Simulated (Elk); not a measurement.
# Elk run on ZrTi (P4/mmm, 2 atoms in the cell): self-consistent single point

Method of the run: PBEsol, all-electron FP-LAPW, Elk's shipped species files, APW+lo basis with extra local orbitals (Elk).

The input file:

```
tasks
  0

xctype
  22

rgkmax
  8.0

gmaxvr
  14.0

nxlo
  2

lorbcnd
  .true.

lmaxi
  3

stype
  1

swidth
  0.00734986

maxscl
  100

scale
  5.880695419

avec
    1.0000000000    0.0000000000    0.0000000000
    0.0000000000    1.0000000000    0.0000000000
    0.0000000000    0.0000000000    1.3489281571

sppath
  'species/'

atoms
  2
  'Zr.in'
  1
  0.5000000000  0.5000000000  0.5000000000    0.0 0.0 0.0
  'Ti.in'
  1
  0.0000000000  0.0000000000  0.0000000000    0.0 0.0 0.0

ngridk
  7 7 6
```

Output, abridged:

```
│ Elk code version 10.2.4 │

All units are atomic (Hartree, Bohr, etc.)

│ Ground-state run starting from atomic densities │

Lattice vectors :
   5.880695419       0.000000000       0.000000000
   0.000000000       5.880695419       0.000000000
   0.000000000       0.000000000       7.932635634

Unit cell volume      :    274.3309954
Brillouin zone volume :   0.9042004644

Muffin-tin inner radius fraction :   0.1000000000E-01

Nuclei treated as point charges

Species :    1 (Zr)
 parameters loaded from : Zr.in
 name : zirconium
 nuclear charge    :   -40.00000000
 electronic charge :    40.00000000
 atomic mass :    166291.1791
 muffin-tin radius :    2.600000000
 number of radial points in muffin-tin :    597
 atomic positions (lattice), magnetic fields (Cartesian) :
   1 :   0.00000000  0.00000000  0.00000000    0.00000000  0.00000000  0.00000000

Species :    2 (Ti)
 parameters loaded from : Ti.in
 name : titanium
 nuclear charge    :   -22.00000000
 electronic charge :    22.00000000
 atomic mass :    87256.20310
 muffin-tin radius :    2.400000000
 number of radial points in muffin-tin :    497
 atomic positions (lattice), magnetic fields (Cartesian) :
   1 :   0.50000000  0.50000000  0.50000000    0.00000000  0.00000000  0.00000000

Total number of atoms per unit cell :    2

Spin treatment :
 spin-unpolarised

Number of Bravais lattice symmetries :   16
Number of crystal symmetries         :   16
Crystal has inversion symmetry
Real symmetric eigensolver will be used

k-point grid :      7     7     6
k-point offset :    0.000000000       0.000000000       0.000000000
k-point set is reduced with full crystal symmetry group
Total number of k-points :       40

Muffin-tin radius times maximum |G+k| :    8.000000000
 using average radius
Maximum |G+k| for APW functions       :    3.200000000
Maximum (1/2)|G+k|²                   :    5.120000000
Maximum |G| for potential and density :    14.00000000
 potential will be trimmed for |G| > 2 gkmax
Constant for pseudocharge density :    9
Radial integration step length :    4

G-vector grid sizes :     27    27    36
Number of G-vectors :    12651

Maximum angular momentum used for
 APW functions                      :    8
 outer part of muffin-tin           :    6
 inner part of muffin-tin           :    3

Total nuclear charge    :   -62.00000000
Total core charge       :    38.00000000
Total valence charge    :    24.00000000
Total excess charge     :    0.000000000
Total electronic charge :    62.00000000

Effective Wigner radius, rₛ :    1.018430804

Number of empty states         :    8
Total number of valence states :   20
Total number of core states    :   38

Conduction state local-orbitals added automatically
Total number of local-orbitals :  156

Exchange-correlation functional :     22     0     0
 PBEsol, Phys. Rev. Lett. 100, 136406 (2008)
 gradient requirement :    1
 generalised gradient approximation (GGA)

Smearing type :    1
 Methfessel-Paxton order 1, Phys. Rev. B 40, 3616 (1989)
Smearing width :   0.7349860000E-02
Effective electronic temperature (K) :    2320.902224

Mixing type :    3
 Broyden mixing, J. Phys. A: Math. Gen. 17, L317 (1984)

Kohn-Sham potential initialised from atomic data

│ Self-consistent loop started │
│ Loop number : 1 │
 total energy                :     -4450.86168548
│ Loop number : 2 │
 total energy                :     -4450.87521291
RMS change in Kohn-Sham potential (target) :   0.1837595253     (  0.1000000000E-05)
Absolute change in total energy (target)   :   0.1352743198E-01 (  0.1000000000E-03)
│ Loop number : 3 │
 total energy                :     -4450.95389327
RMS change in Kohn-Sham potential (target) :   0.1845061568     (  0.1000000000E-05)
Absolute change in total energy (target)   :   0.8206221602E-01 (  0.1000000000E-03)
│ Loop number : 4 │
 total energy                :     -4450.92134633
RMS change in Kohn-Sham potential (target) :   0.1728327575     (  0.1000000000E-05)
Absolute change in total energy (target)   :   0.1203138748E-01 (  0.1000000000E-03)
│ Loop number : 5 │
 total energy                :     -4450.63491422
RMS change in Kohn-Sham potential (target) :   0.1039652056     (  0.1000000000E-05)
Absolute change in total energy (target)   :   0.2894399522     (  0.1000000000E-03)
│ Loop number : 6 │
 total energy                :     -4450.32995976
RMS change in Kohn-Sham potential (target) :   0.3807169269E-01 (  0.1000000000E-05)
Absolute change in total energy (target)   :   0.3773144529     (  0.1000000000E-03)
│ Loop number : 7 │
 total energy                :     -4450.13699482
RMS change in Kohn-Sham potential (target) :   0.3560965385E-02 (  0.1000000000E-05)
Absolute change in total energy (target)   :   0.2872935515     (  0.1000000000E-03)
│ Loop number : 8 │
 total energy                :     -4450.10500111
RMS change in Kohn-Sham potential (target) :   0.2106955796E-02 (  0.1000000000E-05)
Absolute change in total energy (target)   :   0.1038170976     (  0.1000000000E-03)
│ Loop number : 9 │
 total energy                :     -4450.10658070
RMS change in Kohn-Sham potential (target) :   0.6471263985E-03 (  0.1000000000E-05)
Absolute change in total energy (target)   :   0.2437468261E-01 (  0.1000000000E-03)
│ Loop number : 10 │
 total energy                :     -4450.11268624
RMS change in Kohn-Sham potential (target) :   0.4495381916E-03 (  0.1000000000E-05)
Absolute change in total energy (target)   :   0.1187039015E-04 (  0.1000000000E-03)
│ Loop number : 11 │
 total energy                :     -4450.11539054
RMS change in Kohn-Sham potential (target) :   0.8266630030E-04 (  0.1000000000E-05)
Absolute change in total energy (target)   :   0.2707266382E-02 (  0.1000000000E-03)
│ Loop number : 12 │
 total energy                :     -4450.11548821
RMS change in Kohn-Sham potential (target) :   0.4166339577E-04 (  0.1000000000E-05)
Absolute change in total energy (target)   :   0.7744871382E-03 (  0.1000000000E-03)
│ Loop number : 13 │
 total energy                :     -4450.11541224
RMS change in Kohn-Sham potential (target) :   0.5645181804E-05 (  0.1000000000E-05)
Absolute change in total energy (target)   :   0.1176485521E-03 (  0.1000000000E-03)
│ Loop number : 14 │
 total energy                :     -4450.11541529
RMS change in Kohn-Sham potential (target) :   0.9212252014E-06 (  0.1000000000E-05)
Absolute change in total energy (target)   :   0.3245838707E-04 (  0.1000000000E-03)
Convergence targets achieved

│ Loop number : 15 │

Energies :
 Fermi                       :     0.315522549727
 sum of eigenvalues          :     -2627.13918198
 electron kinetic            :      4577.16394877
 core electron kinetic       :      4439.70299694
 Coulomb                     :     -8873.73423329
 Coulomb potential           :     -7002.94323722
 nuclear-nuclear             :     -459.269097733
 electron-nuclear            :     -9825.98703391
 Hartree                     :      1411.52189835
 Madelung                    :     -5372.26261469
 xc potential                :     -201.359893534
 exchange                    :     -150.156504462
 correlation                 :     -3.38862860900
 total energy                :     -4450.11541760

Density of states at Fermi energy :    110.5234670
 (states/Hartree/unit cell)

Estimated indirect band gap :   0.7488116726E-04
 from k-point     33 to k-point     29
Estimated direct band gap   :   0.6402030122E-02
 at k-point     28

Charges :
 core                        :    38.00000000
 valence                     :    24.00000000
 interstitial                :    3.680780278
 muffin-tins (core leakage)
  species :    1 (Zr)
   atom    1                 :    38.03088813     (  0.2898175016E-05)
  species :    2 (Ti)
   atom    1                 :    20.28833159     (  0.5368914202E-09)
 total in muffin-tins        :    58.31921972
 total calculated charge     :    62.00899684
 total charge                :    62.00000000
 error                       :   0.8996835159E-02

│ Self-consistent loop stopped │
```

The run converged in 15 iterations. The count includes the last loop, which Elk runs after its targets are met.

The starting cell comes from a database of computed structures (which also holds hypothetical and non-ambient phases and stackings), without a prior relaxation at this level. Spin polarisation is off. Values depend on the basis (sphere radii, cutoffs, local orbitals), which need not be converged. The log's line on a gap gives a spacing of levels on this mesh, which the program prints for metals too.
